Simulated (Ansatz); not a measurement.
For CsCl-type BaO (model structure), PBEsol in Ansatz (PAW) gives:

* **equilibrium lattice constant a**: 3.276 Å
* **enthalpy of formation**: -2.338 eV/atom

Task: What does HSE06 (PAW; Ansatz, an electronic-structure program) give for the same quantities?

Result: 
- lattice constant a: 3.309 Å (goes up by 1.0 %)
- formation enthalpy: -2.238 eV/atom (moves by +0.100 eV/atom)

Changes are worked out from the printed values.

Unless a cell is named, each level is at its own relaxed cell (PBEsol 17.57, HSE06 18.11 Å³/atom).

Caveats: exact exchange on metals is sensitive to the k mesh and can open a false gap (HSE06). Ansatz's density-functional and Hartree–Fock values are scalar-relativistic unless marked +SOC, with PAW data made under PBE.

A model structure was made by putting elements into a prototype or built by hand; it is no filed structure, need not be a known phase, and can be a saddle point held by its symmetry.
